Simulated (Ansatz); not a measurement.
The starting structures come from a database of crystals and need not be the phases stable at ambient conditions.

 Where the default PAW files enter, the runs use the earlier of Ansatz's two default sets.

Input:

```xyz
12
Lattice="5.1753 0.0000 0.0000 0.0000 5.1753 0.0000 0.0000 0.0000 5.1753" Properties=species:S:1:pos:R:3 pbc="T T T"
Sn     0.0000     2.5876     2.5876
Sn     2.5876     2.5876     0.0000
Sn     2.5876     0.0000     2.5876
Sn     0.0000     0.0000     0.0000
O      3.4214     4.3415     4.3415
O      1.7539     0.8337     0.8337
O      4.3415     0.8337     1.7539
O      0.8337     4.3415     3.4214
O      0.8337     3.4214     0.8337
O      4.3415     1.7539     4.3415
O      1.7539     1.7539     3.4214
O      3.4214     3.4214     1.7539
```

Space group of this cell: Pa-3. The cell is taken as given; by r2SCAN its mean pressure is -9.1 GPa.

The numbers are results of r2SCAN (plane waves, PAW; Ansatz, an electronic-structure program), not measurements.

The current runs along the normal of the first two printed vectors; no spin-orbit coupling. Scaled by the factor s: both lengths across the current (ions clamped). Meshes 6×6×6 and 6×6 across the current in all rows.

```csv
s,mean pressure (GPa),band gap (eV)
0.98,-0.7,1.55
1.00,-9.1,1.13
1.02,-15.8,?
```

Q: Take the slope of the band gap against ln s from the two given rows, extrapolate to s = 1.02, and say what the run there gives.

A: Slope = (1.55 − 1.13) / ln 0.98 = -20.8 eV. The line gives 1.13 + (-20.8) × ln 1.02 = 0.72 eV. The run gives 0.71 eV, 0.01 eV under the line, 2 % of the predicted step.
